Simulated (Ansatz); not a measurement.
Base system: Ge in the diamond structure (space group Fd-3m, No. 227).

```yaml
crystal:
  lattice:
    - [0.00000, 2.83635, 2.83635]
    - [2.83635, 0.00000, 2.83635]
    - [2.83635, 2.83635, 0.00000]
  atoms:
    - { symbol: Ge, position: [0.50000, 0.50000, 0.50000] }
    - { symbol: Ge, position: [0.75000, 0.75000, 0.75000] }
```

Cartesian axes are those of the cell as printed.

The values are results of Ansatz (an electronic-structure program) r2SCAN, no spin-orbit coupling, earlier PAW set, not measurements.

Strains are applied to the cell and any free atomic positions relax; under biaxial strain the out-of-plane vector relaxes too.

One change was made to it. Results:

The energy rises by 11 meV/atom; the shortest interatomic distance grows by 0.027 Å (2.456 Å → 2.483 Å).

Question: Which of these changes matches the shifts?
A. isotropic strain −0.27 %
B. uniaxial strain ε_yy = −3.65 %
C. biaxial strain +2.44 %, plane normal [001], relaxed out of plane
D. biaxial strain +3.67 %, plane normal [110], relaxed out of plane
E. uniaxial strain ε_xx = +4.28 %

Answer: C, biaxial strain +2.44 %, plane normal [001], relaxed out of plane. For comparison, the energy relative to the base in the other runs: uniaxial strain ε_yy = −3.65 % gives +12 meV/atom; isotropic strain −0.27 % gives +0.4 meV/atom; biaxial strain +3.67 %, plane normal [110], relaxed out of plane gives +30 meV/atom; uniaxial strain ε_xx = +4.28 % gives +16 meV/atom.

A biaxial case was relaxed in a doubled cell and then solved in the primitive one. The mesh was chosen for an insulator and is coarse for the gapless case. Stability against distortions was not tested.
